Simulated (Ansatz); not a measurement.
For Si3N4 (P6₃/m, No. 176), PBE-D4 (PAW; Ansatz, a first-principles code) gives:

```
Quantity                          Value
------------------------------  -------
equilibrium lattice constant a  7.617 Å
c axis length                   2.911 Å
```

Problem. What does r²SCAN (PAW; Ansatz) give for the same quantities?

Solution. 
- lattice constant a: 7.606 Å (drops by 0.1 %)
- lattice parameter c: 2.906 Å (decreases by 0.2 %)

Changes are worked out from the printed values.

Unless a cell is named, each level is at its own relaxed cell (PBE-D4 10.45, r²SCAN 10.40 Å³/atom).

Ansatz's density-functional and Hartree–Fock values are scalar-relativistic unless marked +SOC, with PAW data made under PBE.
